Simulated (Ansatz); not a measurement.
# A computed series for Ge: pressure series

Take Ge in the diamond structure (space group Fd-3m, No. 227; a = 5.622 Å) as the base.

Cell and atoms are relaxed at each pressure.

Calculations: Kohn–Sham DFT with the LDA functional, run in Ansatz (a first-principles code) with PAW and 420 eV plane waves, no spin-orbit coupling.

Notes on the quantities. enthalpy: H = E + PV relative to the base's energy.

```csv
variant,enthalpy,volume per atom
base,–,22.21 Å³
pressure −2 GPa,-0.28 eV/atom,22.89 Å³
pressure −1 GPa,-0.14 eV/atom,22.54 Å³
pressure 0.9 GPa,+0.12 eV/atom,21.94 Å³
pressure 2.1 GPa,+0.29 eV/atom,21.61 Å³
pressure 4.5 GPa,+0.61 eV/atom,21.02 Å³
pressure 9 GPa,+1.18 eV/atom,20.12 Å³
pressure 15 GPa,+1.92 eV/atom,19.18 Å³
pressure 22.5 GPa,+2.79 eV/atom,18.25 Å³
pressure 30 GPa,+3.63 eV/atom,17.50 Å³
```

Load acts through the strain it causes; cell and atoms are relaxed under it. Whether these cells are dynamically stable was not tested. Measured, Ge leaves this structure (for the β-tin structure) near 10.6 GPa (room temperature; as listed in arXiv:1906.07825).
